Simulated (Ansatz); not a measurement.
Density of states of Mg$_{2}$Si (Fm-3m) below the valence band maximum, HSE06, rigid bands in Ansatz (a quantum-chemistry and plane-wave program); cell volume 63.3 Å³.

```
energy from edge (eV)  10⁻³ states/eV/cell
---------------------  -------------------
0.006                                 93.5
0.031                                  190
0.056                                  240
0.081                                  280
0.106                                  310
0.131                                  339
0.156                                  365
0.181                                  392
0.206                                  418
0.231                                  440
0.256                                  465
0.281                                  487
0.319                                  526
0.344                                  550
0.369                                  574
0.394                                  596
0.419                                  626
0.444                                  651
0.469                                  678
0.494                                  704
0.519                                  737
0.544                                  766
0.569                                  802
0.594                                  831
```

Question: What effective density of states at 300 K does this give (∫ g(E) exp(−E/k_BT) dE, both spins, divided by the cell's size)?

Answer: 6.4e19 cm⁻³, a density-of-states mass of 1.87 mₑ, valleys and band degeneracy included.

Spin-orbit coupling is left out; where it splits the top of the valence band, N_v and the p-type Seebeck coefficient come out somewhat high without it. Geometry: cell and atoms relaxed with PBEsol.
